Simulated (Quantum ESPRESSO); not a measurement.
Worked example: self-consistent single point of SrAl2 (Imm2, 6 atoms in the cell) in Quantum ESPRESSO.

Computed with PBEsol, SSSP 1.1.2 efficiency (PBE) pseudopotentials (plane waves; Quantum ESPRESSO 7.5).

```
SrAl2
1.0
    2.39199     3.94112     3.93289
   -2.39199     3.94112     3.93289
   -2.39199    -3.94112     3.93289
Sr Al
2 4
Direct
  0.55669   0.25000   0.30669
  0.44967   0.75000   0.69967
  0.83937   0.56854   0.27083
  0.16063   0.43146   0.72917
  0.83937   0.93146   0.90791
  0.16063   0.06854   0.09209
```

Reference input (self-consistent single point, DFT, PBEsol, plane waves, SSSP 1.1.2 efficiency (PBE) pseudopotentials): ecutwfc = 40 Ry; ecutrho = 320 Ry; occupations = smearing; smearing = gaussian; degauss = 0.0073499 Ry; input_dft = pbesol; potentials = {Sr: Sr_pbe_v1.uspp.F.UPF, Al: Al.pbe-n-kjpaw_psl.1.0.0.UPF}; K_POINTS = automatic 4 4 4 0 0 0; conv_thr = 1e-10 Ry; mixing_beta = 0.4. This run's input differs from it in these lines:

```diff
@@ -18,4 +18,4 @@
  occupations = 'smearing'
- smearing = 'gaussian'
- degauss = 0.0073499
+ smearing = 'methfessel-paxton'
+ degauss = 0.073499
  input_dft = 'pbesol'
@@ -37,3 +37,3 @@
 K_POINTS {automatic}
-4 4 4  0 0 0
+7 7 7  0 0 0
```

Output (repeated stretches shortened):

```
     Self-consistent Calculation

     iteration #  1     ecut=    40.00 Ry     beta= 0.40

     Threshold (ethr) on eigenvalues was too large:
     Diagonalizing with lowered threshold

     negative rho (up, down):  1.272E-01 0.000E+00

     total energy              =    -294.19339946 Ry
     estimated scf accuracy    <       0.18148256 Ry

     iteration #  2     ecut=    40.00 Ry     beta= 0.40

     negative rho (up, down):  1.286E-01 0.000E+00

     total energy              =    -294.21683112 Ry
     estimated scf accuracy    <       0.02233359 Ry

     iteration #  3     ecut=    40.00 Ry     beta= 0.40

     negative rho (up, down):  1.300E-01 0.000E+00

     total energy              =    -294.21976423 Ry
     estimated scf accuracy    <       0.00427176 Ry

   [... 6 blocks of this kind left out ...]

     iteration # 10     ecut=    40.00 Ry     beta= 0.40

     negative rho (up, down):  1.308E-01 0.000E+00

     total energy              =    -294.22008657 Ry
     estimated scf accuracy    <          3.4E-10 Ry

     iteration # 11     ecut=    40.00 Ry     beta= 0.40

     negative rho (up, down):  1.308E-01 0.000E+00
     End of self-consistent calculation

     the Fermi energy is     7.1127 ev

!    total energy              =    -294.22008655 Ry
     estimated scf accuracy    <          2.2E-11 Ry
     smearing contrib. (-TS)   =       0.01544969 Ry
     internal energy E=F+TS    =    -294.23553624 Ry

     convergence has been achieved in  11 iterations

     negative rho (up, down):  1.308E-01 0.000E+00

     Forces acting on atoms (cartesian axes, Ry/au):

     atom    1 type  1   force =     0.00000000    0.00000000   -0.00518840
     atom    2 type  1   force =     0.00000000    0.00000000   -0.00098408
     atom    3 type  2   force =     0.00000000    0.00025628   -0.00002915
     atom    4 type  2   force =     0.00000000    0.00110502    0.00311540
     atom    5 type  2   force =     0.00000000   -0.00025628   -0.00002915
   [... lines left out ...]
     Total force =     0.007062     Total SCF correction =     0.000014
   [... lines left out ...]

     negative rho (up, down):  1.308E-01 0.000E+00
          total   stress  (Ry/bohr**3)                   (kbar)     P=       -6.83
  -0.00007763  -0.00000000  -0.00000000          -11.42       -0.00       -0.00
  -0.00000000  -0.00005770   0.00000000           -0.00       -8.49        0.00
  -0.00000000   0.00000000  -0.00000388           -0.00        0.00       -0.57

   JOB DONE.
```

The run converged in 11 iterations. Against the reference run the free energy rises by 25.0 meV/atom, the pressure stays near -0.68 GPa while the xx stress (positive for compression) goes from -0.43 to -1.14 GPa and the largest force goes from 0.206 to 0.133 eV/Å.

The starting cell comes from a database of computed structures (which also holds hypothetical and non-ambient phases and stackings), without a prior relaxation at this level. Its lattice was rescaled by up to half a per cent. One atom was moved a little off its site on purpose.

Cost on one core of a shared machine: roughly 4 min.
